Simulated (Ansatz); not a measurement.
Mo on the Si site in metastable 2H silicon carbide: one set of geometries, relaxed with PBE, evaluated in Ansatz (PAW, plane waves to 420 eV, 500 eV under r2SCAN) with PBE, r2SCAN.

Set-up: 96-site cell; 2×2×2 shifted k-points; start: the Si site; charged states image-corrected; corrections pass 1 eV, so highly charged states may be off by several tenths; flagged in the runs: a host whose relaxation on this sampling wasn't shown to rest.

```csv
quantity,PBE,r2SCAN
host gap (eV),2.31,(withheld)
ε(+2/+1) above the VBM (eV),0.27,(withheld)
ε(+1/0) above the VBM (eV),0.79,(withheld)
largest moment on one atom at charge +1 (μB),0.44,(withheld)
"neutral formation energy against bcc Mo, silicon (eV)",3.87,(withheld)
largest moment on one atom at charge 0 (μB),0.88,(withheld)
```

Q: Given the lower rungs, what does r2SCAN give?

A: 
- host gap (eV), r2SCAN: 2.68
- ε(+2/+1) above the VBM (eV), r2SCAN: 0.26
- ε(+1/0) above the VBM (eV), r2SCAN: 0.77
- largest moment on one atom at charge +1 (μB), r2SCAN: 0.48
- neutral formation energy against bcc Mo, silicon (eV), r2SCAN: 3.65
- largest moment on one atom at charge 0 (μB), r2SCAN: 0.95

Ansatz is an electronic-structure program.
